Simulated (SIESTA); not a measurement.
# Short convergence ladders for Pt₃Pb (P4mm, 4 atoms in the cell)

```
Pt3Pb
1.0
    4.12023     0.00000     0.00000
    0.00000     4.12023     0.00000
    0.00000     0.00000     4.12023
Pt Pb
3 1
Direct
  0.50000   0.00000   0.50000
  0.01213   0.50000   0.50000
  0.50000   0.50000   0.00000
  0.00000   0.00000   0.00000
```

Base method: LDA PW92, numerical atomic orbitals DZP, PseudoDojo LDA standard norm-conserving potentials (rewritten from UPF to PSML) (SIESTA).

Base settings: XC.functional = LDA; XC.authors = PW92; potentials = PseudoDojo LDA standard; PAO.BasisSize = DZP; PAO.EnergyShift = 0.01 Ry; MeshCutoff = 300 Ry; kgrid.MonkhorstPack = 3 3 3; OccupationFunction = FD; ElectronicTemperature = 100 meV; MaxSCFIterations = 150.

Core times come from one kind of shared machine, to one figure; runs under 30 s give none.

**The setting basis size**

Level: DFT, LDA PW92, numerical atomic orbitals TZDP, PseudoDojo LDA standard norm-conserving potentials (rewritten from UPF to PSML).

Moved along: PAO.BasisSize.

The second cell is the first with its lattice scaled by 0.98.

The mesh stays at the base's, so the ladder's end is converged at best in this setting alone.

The sets are ordered by size and need not be nested.

Only quantities that move along the ladder and can be compared are tabulated.

```csv
basis (functions),energy of the compressed cell less the first (meV/atom),pressure (GPa),largest difference of a force vector from the last step's (eV/Å)
SZ (39),-12.35,-8.40,0.063
SZP (53),-39.31,-12.24,0.024
DZ (61),-88.73,-19.40,0.039
DZP (75),-34.84,-10.99,0.013
TZP (97),-35.67,-10.84,0.011
TZDP (111),-40.99,-11.82,0.000
```

Coarsest basis (functions) that holds the forces within 0.02 eV/Å: not settled: the last two steps still differ by 0.011 eV/Å, over half the tolerance, so the ladder does not show it.

Coarsest basis (functions) that holds the energy of the compressed cell less the first within 2 meV/atom: not settled: the last two steps still differ by 5.3 meV/atom, over half the tolerance, so the ladder does not show it.

Coarsest basis (functions) that holds the pressure within 0.5 GPa: not settled: the last two steps still differ by 0.98 GPa, over half the tolerance, so the ladder does not show it.

**The relaxed cell against the cutoff**

On Pt₃Pb (Pm-3m, 4 atoms in the cell): atoms on their sites.

In this ladder: MD.TypeOfRun = CG; MD.Steps = 40; MD.MaxForceTol = 0.02 eV/Ang; MD.VariableCell = true; MD.MaxStressTol = 0.05 GPa.

The mesh stays at the base's, so the ladder's end is converged at best in this setting alone.

Only quantities that move along the ladder and can be compared are tabulated.

| MeshCutoff | relaxed volume (Å³/atom) | relaxation steps | core time / last (rough) |
|---|---|---|---|
| 150 Ry (152 Ry used) | 16.543 | 6 | 0.2 |
| 210 Ry (219 Ry used) | 16.574 | 6 | 0.3 |
| 255 Ry (271 Ry used) | 16.519 | 6 | 0.4 |
| 360 Ry (389 Ry used) | 16.540 | 6 | 0.5 |
| 450 Ry (493 Ry used) | 16.541 | 6 | 0.7 |
| 600 Ry (609 Ry used) | 16.528 | 7 | 1 |

Coarsest MeshCutoff that holds the relaxed volume within 0.033 Å³/atom of the last step, with all finer ones: 255 Ry (271 Ry used), at about 0.4 of the last step's time; the step before is off by 0.046 Å³/atom.

On the base run: the starting cell comes from a database of computed structures (which also holds hypothetical and non-ambient phases and stackings), without a prior relaxation at this level. Its lattice was rescaled by up to half a per cent. One atom was moved a little off its site on purpose. Spin polarisation is off. Values carry the incompleteness of an atom-centred basis. Without a gap this mesh is coarse (it stands for a supercell whose shortest vector is 12 Å).

Left out of this page: 2 runs of the series outside the window shown, repeating another row's setting, or not comparable.
